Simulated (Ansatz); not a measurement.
# Response to strain in Ga2O3

Take Ga2O3 in the corundum structure (space group R-3c, No. 167; a = 5.058 Å, c = 13.623 Å (hexagonal axes)) as the base. Axes: x lies along a and z along c of the hexagonal cell.

Strains are applied to the cell and any free atomic positions relax.

Level of theory: PBE (Ansatz, a program for electronic structure), without spin-orbit coupling.

Notes on the quantities. energy relative to the base: free energy F.

| uniaxial strain ε_zz (%) | energy relative to the base (meV/atom) |
|---|---|
| 0 | 0.0 |
| 0.75 | 0.6 |
| 1.5 | ? |
| 2.25 | 5.0 |
| 3 | 8.8 |

Problem. Fit ΔE = Aε² + Bε³ (ε in %) to the rows shown and predict the withheld row.

Solution. Least squares on the printed values gives A = 1.03 and B = -0.016 meV/atom (largest residual 0.0 meV/atom); this predicts 2.3 meV/atom, and the run gives 2.2 meV/atom, in agreement.

No phonon test of stability was made.
